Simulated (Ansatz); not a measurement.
Sn on the Cu site (Sn_Cu) in fcc Cu (start: the Cu site; 32-site cell, 6×6×6 shifted sampling), host crystal and elements as references (Δμ(Cu) = 0.00 eV, Δμ(Sn) = 0.00 eV; Sn taken from its element, since no compound that bounds it was computed at this level; only phases computed here count, gases as isolated molecules at 0 K). These are PBE, PAW (plane waves to 420 eV; Ansatz, an electronic-structure program) values and carry that method's errors. In charge state 0 (not spin-polarised) the formation energy is 0.43 eV. The crystal has 8.36 × 10^22 Cu sites per cm³.

Q: Estimate the equilibrium concentration at 1300 K in the dilute limit, leaving out vibrational entropy and degeneracy.

A: kT = 0.1120 eV; c = N exp(−E_f / kT) = 8.36 × 10^22 × exp(−3.8) ≈ 2 × 10^21 cm^-3. An error of 0.2 eV in E_f moves this by a factor of 6.
